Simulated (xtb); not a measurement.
xtb 6.7.1, GFN2-xTB: C[Si](C)N[Si](C)(C)C, charge +1, multiplicity 1, 24 atoms. The geometry is a generated start, not checked to be a minimum at this level.

```
Quantity                                                                                                        Value
------------------------  -------------------------------------------------------------------------------------------
method                                                                                                       GFN2-xTB
--acc                                                                                                     1 (default)
--etemp (K)                                                                                             300 (default)
detailed input (--input)  none: ANC optimiser, Lindh (1995) Hessian, microcycle=20, maxdispl=1.0, hlow=0.01 (default)
basis functions                                                                                                    60
valence electrons                                                                                                  48
```

```xyz
24

C      2.3500    -1.4994    -0.2835
Si     1.8078     0.2015     0.2940
C      3.0138     1.3577     1.1580
N      0.2532     0.7660     0.0295
Si    -1.4244     0.0521    -0.2491
C     -1.1909    -1.7190    -0.8809
C     -2.1933     1.2136    -1.5355
C     -2.2231     0.1259     1.4711
H      2.8300    -1.4363    -1.2590
H      3.0720    -1.9402     0.4032
H      1.5141    -2.1872    -0.3794
H      3.5235     2.0051     0.4483
H      3.7842     0.8008     1.6893
H      2.5123     1.9994     1.8803
H      0.1407     1.7620     0.1887
H     -2.1561    -2.1416    -1.1401
H     -0.7582    -2.3722    -0.1294
H     -0.5761    -1.7600    -1.7744
H     -1.5145     1.4102    -2.3627
H     -2.4761     2.1716    -1.1045
H     -3.0954     0.7754    -1.9550
H     -2.3043     1.1444     1.8408
H     -3.2282    -0.2846     1.4446
H     -1.6610    -0.4452     2.2054
```

Charge 1 and multiplicity 1 are set for this test and not shown to be the ground state.

The structure is relaxed from this start with --opt LEVEL for the levels crude, sloppy, loose, lax, normal, tight, vtight, extreme, once each. Up to the end of the extreme run atoms move by at most 2.2 Å along an axis.

### Question
Which level is enough to come within 1 meV of the tightest end point?

### Answer
tight: 93 cycles against 120, ending 0.18 meV above.

| level | cycles | energy above the extreme run (meV) | gradient norm (eV/Å) |
|---|---|---|---|
| crude | 1 | 53 | 0.18 |
| sloppy | 1 | 53 | 0.18 |
| loose | 1 | 53 | 0.18 |
| lax | 10 | 38 | 0.086 |
| normal | 74 | 1.5 | 0.019 |
| tight | 93 | 0.18 | 0.021 |
| vtight | 115 | 0.013 | 0.0019 |
| extreme | 120 | — | 0.0019 |
